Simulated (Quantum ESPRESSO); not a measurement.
Worked example: self-consistent single point of MgCu4Sn (F-43m, 6 atoms in the cell) in Quantum ESPRESSO.

Level of theory: PBEsol, GBRV 1.5 ultrasoft (PBESOL) pseudopotentials (plane waves; Quantum ESPRESSO).

The change in words: lattice scaled by 0.98. Reference geometry:
```yaml
crystal:
  lattice:
    - [0.00000, 3.45038, 3.45038]
    - [3.45038, 0.00000, 3.45038]
    - [3.45038, 3.45038, 0.00000]
  atoms:
    - { symbol: Mg, position: [0.75000, 0.75000, 0.75000] }
    - { symbol: Cu, position: [0.87350, 0.37550, 0.37550] }
    - { symbol: Cu, position: [0.37550, 0.37550, 0.87350] }
    - { symbol: Cu, position: [0.37550, 0.87350, 0.37550] }
    - { symbol: Cu, position: [0.37550, 0.37550, 0.37550] }
    - { symbol: Sn, position: [0.00000, 0.00000, 0.00000] }
```

Reference input (self-consistent single point, DFT, PBEsol, plane waves, GBRV 1.5 ultrasoft (PBESOL) pseudopotentials): ecutwfc = 50 Ry; ecutrho = 400 Ry; occupations = smearing; smearing = fd; degauss = 0.0073499 Ry; K_POINTS = automatic 9 9 9 0 0 0; conv_thr = 1e-10 Ry; mixing_beta = 0.7. This run's input differs from it in these lines:

```diff
@@ -28,7 +28,7 @@
 ATOMIC_POSITIONS {angstrom}
-Mg    5.1755640000    5.1755640000    5.1755640000
-Cu    2.5912323760    4.3095196240    4.3095196240
-Cu    4.3095196240    4.3095196240    2.5912323760
-Cu    4.3095196240    2.5912323760    4.3095196240
-Cu    2.5912323760    2.5912323760    2.5912323760
+Mg    5.0720520000    5.0720520000    5.0720520000
+Cu    2.5394073680    4.2233286320    4.2233286320
+Cu    4.2233286320    4.2233286320    2.5394073680
+Cu    4.2233286320    2.5394073680    4.2233286320
+Cu    2.5394073680    2.5394073680    2.5394073680
 Sn    0.0000000000    0.0000000000    0.0000000000
@@ -37,5 +37,5 @@
 CELL_PARAMETERS {angstrom}
-   0.0000000000     3.4503760000     3.4503760000
-   3.4503760000     0.0000000000     3.4503760000
-   3.4503760000     3.4503760000     0.0000000000
+   0.0000000000     3.3813680000     3.3813680000
+   3.3813680000     0.0000000000     3.3813680000
+   3.3813680000     3.3813680000     0.0000000000
```

The program printed (abridged):

```
     Self-consistent Calculation

     iteration #  1     ecut=    50.00 Ry     beta= 0.70

---- Real-time Memory Report at c_bands before calling an iterative solver
           300 MiB given to the printing process from OS
           158 MiB allocation reported by mallinfo(arena+hblkhd)
------------------

     total energy              =   -1877.04179571 Ry
     estimated scf accuracy    <      30.95628571 Ry

     iteration #  2     ecut=    50.00 Ry     beta= 0.70

---- Real-time Memory Report at c_bands before calling an iterative solver
           422 MiB given to the printing process from OS
   [... lines left out ...]

---- Real-time Memory Report at c_bands before calling an iterative solver
           436 MiB given to the printing process from OS
           193 MiB allocation reported by mallinfo(arena+hblkhd)
------------------

     total energy              =   -1898.12627235 Ry
     estimated scf accuracy    <          1.2E-10 Ry

     iteration # 16     ecut=    50.00 Ry     beta= 0.70

---- Real-time Memory Report at c_bands before calling an iterative solver
           436 MiB given to the printing process from OS
           193 MiB allocation reported by mallinfo(arena+hblkhd)
------------------
     End of self-consistent calculation

   [... 5 lines left out ...]

   [... 5 lines left out ...]

   [... 5 lines left out ...]

   [... 5 lines left out ...]

     the Fermi energy is    15.9295 ev

!    total energy              =   -1898.12627235 Ry
     estimated scf accuracy    <          1.3E-11 Ry
     smearing contrib. (-TS)   =      -0.00264180 Ry
     internal energy E=F+TS    =   -1898.12363054 Ry

     convergence has been achieved in  16 iterations

     Forces acting on atoms (cartesian axes, Ry/au):

     atom    1 type  1   force =     0.00000000   -0.00000000    0.00000000
     atom    2 type  2   force =    -0.00118679    0.00118679    0.00118679
     atom    3 type  2   force =     0.00118679    0.00118679   -0.00118679
     atom    4 type  2   force =     0.00118679   -0.00118679    0.00118679
   [... lines left out ...]

     Total force =     0.004111     Total SCF correction =     0.000007

          total   stress  (Ry/bohr**3)                   (kbar)     P=      116.08
   0.00078913  -0.00000000   0.00000000          116.08       -0.00        0.00
   0.00000000   0.00078913  -0.00000000            0.00      116.08       -0.00
   0.00000000  -0.00000000   0.00078913            0.00       -0.00      116.08

   JOB DONE.
```

The run converged in 16 iterations. Against the reference run the free energy goes up by 41.6 meV/atom, the pressure goes from 2.22 to 11.61 GPa and the largest force goes from 0.031 to 0.053 eV/Å. The full log also holds: “c_bands:  1 eigenvalues not converged”.

The starting cell comes from a database of computed structures (which also holds hypothetical and non-ambient phases and stackings), without a prior relaxation at this level. Its lattice was rescaled by a random factor within 2.5 % of one. For this run, on top of that: lattice scaled by 0.98. Spin polarisation is off. With a pressure of about 12 GPa the cell is away from its equilibrium volume at this level.

Cost on one core of a shared machine: roughly 2 min.
